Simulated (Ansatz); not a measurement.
Band structure of BaMg2Sb2 (P-3m1, 5 atoms in the cell).

```
CELL_PARAMETERS angstrom
      4.79854     0.00000     0.00000
     -2.39927     4.15566     0.00000
      0.00000     0.00000     8.20590
ATOMIC_POSITIONS crystal
  Ba 0.00000 0.00000 0.00000
  Mg 0.66667 0.33333 0.37666
  Mg 0.33333 0.66667 0.62334
  Sb 0.66667 0.33333 0.73051
  Sb 0.33333 0.66667 0.26949
```

Level of theory: LDA (PW92), PAW files made with PBE (plane waves; Ansatz, a program for electronic structure).

Settings: kpoints.mp_grid.grid = 6 6 3; hamiltonian.xc = lda; hamiltonian.pseudopotentials = {kind: paw} (the program's default PAW files); scf.occupations.method = fixed; kpoints.band_path.npoints = 8.

The starting cell comes from a database of computed structures (which also holds hypothetical and non-ambient phases and stackings), without a prior relaxation at this level. Spin-orbit coupling is off.

Question: Predict the gap along the standard path and the places of the band edges.

Answer: The gap along the path is 0.83 eV, from Γ to M; the smallest direct gap on it is 1.33 eV.

Levels in eV from the top of the valence band on the path, bands 27 to 34:
```tsv
point	27	28	29	30	31	32	33	34
Γ	-0.92	-0.08	0.00	0.00	1.33	1.42	2.06	2.67
M	-1.52	-1.49	-1.28	-0.98	0.83	2.62	2.92	3.70
K	-2.69	-1.28	-1.28	-1.23	2.62	2.96	2.96	3.16
A	-0.58	-0.58	-0.51	-0.51	1.33	2.23	2.47	2.47
L	-1.75	-1.57	-0.60	-0.53	1.05	1.70	2.42	2.86
H	-2.26	-1.92	-1.26	-1.26	2.02	2.02	3.55	3.62
```

Keys are those of Ansatz 0.2.
